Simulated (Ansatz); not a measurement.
Start from PbTe in the rock salt structure (space group Fm-3m, No. 225; a = 6.569 Å).

(Cell as relaxed with PBE.)

Levels (all Ansatz, a first-principles code, PAW, earlier PAW set): PBE (420 eV, spin-orbit coupling left out); r2SCAN (500 eV, scalar-relativistic without spin-orbit coupling).

Each level relaxes its own structure.

```
base                      PBE    r2SCAN
-------------------  --------  --------
volume per atom      35.44 Å³  34.89 Å³
lattice parameter a  656.9 pm  653.5 pm
band gap              0.83 eV   1.10 eV
```

The change: hydrostatic tension (pressure −2 GPa).

| quantity | PBE | r2SCAN |
|---|---|---|
| band gap | 0.93 eV | 1.19 eV |
| hole mass | 0.59 mₑ along k, 0.11 mₑ across (at L) | 0.65 mₑ along k, 0.11 mₑ across (at L) |
| shortest interatomic distance | 335.0 pm | 332.7 pm |
| electron mass | 0.33 mₑ along k, 0.11 mₑ across (at L) | 0.36 mₑ along k, 0.12 mₑ across (at L) |
| gap character | direct at L | direct at L |

PBE's band gap lies 0.26 eV below r2SCAN's; PBE's shortest interatomic distance lies 2.37 pm above r2SCAN's (0.7 %); the two agree on the gap character. Neither level is exact; r2SCAN is the comparison here, not a measurement.

With Pb and Te present, leaving out spin-orbit coupling can change the band edges. Load acts through the strain it causes; cell and atoms are relaxed under it. Masses are band curvatures over ±0.01 Å⁻¹ around the edge. Along k means along the line from Γ to the band edge. Stability against distortions was not tested.
